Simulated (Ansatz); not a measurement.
**B2O3, pressure series**

The reference is B$_{2}$O$_{3}$ (space group Cmc2_1, No. 36; a cell from a computed database, its experimental status unchecked).

Space group Cmc2₁ (No. 36); a = 7.826 Å, b = 4.624 Å, c = 4.134 Å, α = β = γ = 90.00°

```tsv
atom	site	symmetry	x	y	z
B	8b	1	0.3349	0.3412	0.4323
O	4a	m..	0.0000	0.2448	0.0000
O	8b	1	0.2906	0.3697	0.0814
```
(The calculation used a cell of 10 atoms; values per cell refer to that cell.)

Cell and atoms are relaxed at each pressure.

The values are results of PBEsol/PAW in Ansatz (an electronic-structure program), without spin-orbit coupling, not measurements.

Candidates:
(a) pressure 3 GPa
(b) pressure 0.7 GPa
(c) pressure 1.5 GPa
(d) pressure 5 GPa
(e) pressure 0.3 GPa

Before the change:

* **Band gap**: 8.42 eV

**Question.** Order them by band gap, lowest first.

**Answer.** (e) pressure 0.3 GPa (8.43 eV), (b) pressure 0.7 GPa (8.46 eV), (c) pressure 1.5 GPa (8.50 eV), (a) pressure 3 GPa (8.59 eV), (d) pressure 5 GPa (8.70 eV)

Load acts through the strain it causes; cell and atoms are relaxed under it. Stability against distortions was not tested. Competing high-pressure phases were not computed.
